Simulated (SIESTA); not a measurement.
Checking a run of SIESTA on ZnInGaO₄ (R3m, 7 atoms in the cell). The aim is a self-consistent single point with DFT, LDA PW92, numerical atomic orbitals DZP, PseudoDojo LDA standard norm-conserving potentials (rewritten from UPF to PSML).

The input file:

```
# files in the folder: In.psml Ga.psml Zn.psml O.psml (PseudoDojo LDA standard)
SystemName  InGaZnO5
SystemLabel zningao4

NumberOfAtoms                8
NumberOfSpecies              4
%block ChemicalSpeciesLabel
  1 49 In
  2 31 Ga
  3 30 Zn
  4 8 O
%endblock ChemicalSpeciesLabel
LatticeConstant              1.0 Ang
%block LatticeVectors
     1.683745000    0.972111000    8.881180000
    -1.683745000    0.972111000    8.881180000
     0.000000000   -1.944221000    8.881180000
%endblock LatticeVectors
AtomicCoordinatesFormat      Ang
%block AtomicCoordinatesAndAtomicSpecies
     0.000000000    0.000000000    0.000000000  1
     0.000000000    0.000000783   20.859227466  2
     0.000000000    0.000000217    5.784312534  3
     0.000000000    0.000000872   23.227838172  4
    -0.000000000    0.000000128    3.415701828  4
     0.000000000    0.000000707   18.842311488  4
     0.000000000    0.000000293    7.801228512  4
    -0.022498201   -0.011837655   18.885358567  4
%endblock AtomicCoordinatesAndAtomicSpecies

XC.functional                LDA
XC.authors                   PW92
PAO.BasisSize                DZP
PAO.EnergyShift              0.01 Ry
MeshCutoff                   350 Ry
%block kgrid.MonkhorstPack
    8   0   0  0.0
    0   8   0  0.0
    0   0   8  0.0
%endblock kgrid.MonkhorstPack
OccupationFunction           MP
OccupationMPOrder            0
ElectronicTemperature        1160.45 K

MaxSCFIterations             150
SCF.Mixer.Method             Broyden
SCF.Mixer.Weight             0.2
SCF.Mixer.History            6
SCF.DM.Tolerance             1.0E-04
Diag.ParallelOverK           true
WriteForces                  true
Charge.Mulliken              end
```

Output, abridged:

```
reinit: Reading from file input.fdf

reinit: System Name: InGaZnO5
reinit: System Label: zningao4

coor:   Atomic-coordinates input format  =     Cartesian coordinates
coor:                                          (in Angstroms)

siesta: Atomic coordinates (Bohr) and species
   [... lines left out ...]
outcell: Cell volume (Ang**3)        :     87.2196
siesta: WARNING: Atoms     6     8 too close: rij =    0.049994 Ang
siesta: WARNING: Atoms    14    16 too close: rij =    0.049994 Ang
siesta: WARNING: Atoms    22    24 too close: rij =    0.049994 Ang
siesta: WARNING: Atoms    30    32 too close: rij =    0.049994 Ang
siesta: WARNING: Atoms    38    40 too close: rij =    0.049994 Ang
siesta: WARNING: Atoms    46    48 too close: rij =    0.049994 Ang
   [... 332 lines left out ...]
siesta: WARNING: Atoms  2710  2712 too close: rij =    0.049994 Ang
siesta: WARNING: Atoms  2718  2720 too close: rij =    0.049994 Ang
siesta: WARNING: Atoms  2726  2728 too close: rij =    0.049994 Ang
siesta: WARNING: Atoms  2734  2736 too close: rij =    0.049994 Ang
siesta: WARNING: Atoms  2742  2744 too close: rij =    0.049994 Ang
new_DM -- step:     1
Initializing Density Matrix...

Attempting to read DM from file... Failed...
DM filled with atomic data:

InitMesh: MESH = 100 x 100 x 100 = 1000000
InitMesh: Mesh cutoff (required, used) =   350.000   350.397 Ry

stepf: Methfessel-Paxton step function
       Using Hermite-Gauss polynomials of order  0
        iscf     Eharris(eV)        E_KS(eV)     FreeEng(eV)     dDmax    Ef(eV) dHmax(eV)
   scf:    1    -2432.037794    -2616.165434    -2616.207011143.995973 -0.582124 39.641712
   scf:    2    -2685.266704    -2665.142636    -2665.146748  5.406214 -1.125486 14.018362
   scf:    3    -2668.479859    -2669.545374    -2669.552234  3.983635 -1.724391  4.932149
   scf:    4    -2670.202365    -2670.399357    -2670.411257  1.936584 -2.042014  2.746730
   scf:    5    -2670.883483    -2670.714053    -2670.725864  0.618588 -2.047114  1.537488
   [... 12 lines left out ...]
   scf:   18    -2670.976500    -2670.976500    -2670.988494  0.000249 -2.331373  0.000211
   scf:   19    -2670.976500    -2670.976500    -2670.988494  0.000164 -2.331372  0.000168
   scf:   20    -2670.976500    -2670.976500    -2670.988494  0.000109 -2.331372  0.000144
   scf:   21    -2670.976500    -2670.976500    -2670.988494  0.000084 -2.331371  0.000114
SCF Convergence by DM+H criterion
max |DM_out - DM_in|         :     0.0000843132
max |H_out - H_in|      (eV) :     0.0001144063
SCF cycle converged after 21 iterations

Using DM_out to compute the final energy and forces

siesta: E_KS(eV) =            -2670.9765

siesta: E_KS - E_eggbox =     -2670.9765

siesta: Atomic forces (eV/Ang):
     1   -0.150858   -0.086757   -9.716470
     2    0.294621    0.175059   12.217022
     3    0.001195   -0.001734   -0.423069
     4   -0.020169   -0.011128   -1.223050
     5   -0.092640   -0.050229    0.956059
     692886.29518248876.801735************
     7    0.202316    0.091276   -0.356127
     8************************************
   Tot    0.000685   -0.000036    0.061026
   Max************
   [... lines left out ...]
siesta: FreeEng =     -2670.988494
siesta: Cell volume =         87.219572 Ang**3
siesta:       63441.77487144       -958.82707308  kBar
   [... lines left out ...]

mulliken: Qtot =       76.000

Mulliken Atomic Populations:
Atom #   charge [q] valence [e]  Species
     1    -0.867810   13.867810  In
     2    -0.294755   13.294755  Ga
     3     1.075628   18.924372  Zn
     4    -0.505930    6.505930  O
     5    -0.451510    6.451510  O
     6     0.714268    5.285732  O
     7    -0.410047    6.410047  O
     8     0.740155    5.259845  O
 Total    -0.000000
```

Problem. Is this run sound? If not, what is wrong?

Solution. The run is not sound. The fault is one atom entered twice. Two nuclei at or near one point give a huge ion-ion repulsion and overlapping cores, and the electron count is too high as well. To fix it, remove the duplicate atom. The run converged in 21 iterations without an error; against the sound input the pressure goes from -14.05 to 6344 GPa and the largest force goes from 1.554 to 206400 eV/Å. The full log also holds: “siesta: WARNING: Atoms     6     8 too close: rij =    0.049994 Ang” and “siesta: WARNING: Atoms    14    16 too close: rij =    0.049994 Ang”.

The sound input it was made from differs as follows (other fixes are possible):
```diff
-SystemName  InGaZnO5
+SystemName  ZnInGaO4
-NumberOfAtoms                8
+NumberOfAtoms                7
-    -0.022498201   -0.011837655   18.885358567  4
```

With that input, the run converged in 16 iterations: free energy E − TS -11360.4966 eV; Fermi level (on the code's own zero) -4.84 eV; pressure -14.05 GPa; largest force (vector length) 1.554 eV/Å (DFT, LDA PW92, numerical atomic orbitals DZP, PseudoDojo LDA standard norm-conserving potentials (rewritten from UPF to PSML)).

On the sound input: the starting cell was generated: these elements placed on a structure prototype, without a prior relaxation; it need not be a known phase or ordering of this composition. Its lattice was rescaled by a random factor within 2.5 % of one. Values carry the incompleteness of an atom-centred basis. With a pressure of about -14 GPa the cell is away from its equilibrium volume at this level. Forces in this geometry exceed 1 eV/Å. The run gives no clean gap (levels at the Fermi energy touch, overlap or are partly filled at this smearing), which alone does not show that the compound is a metal.
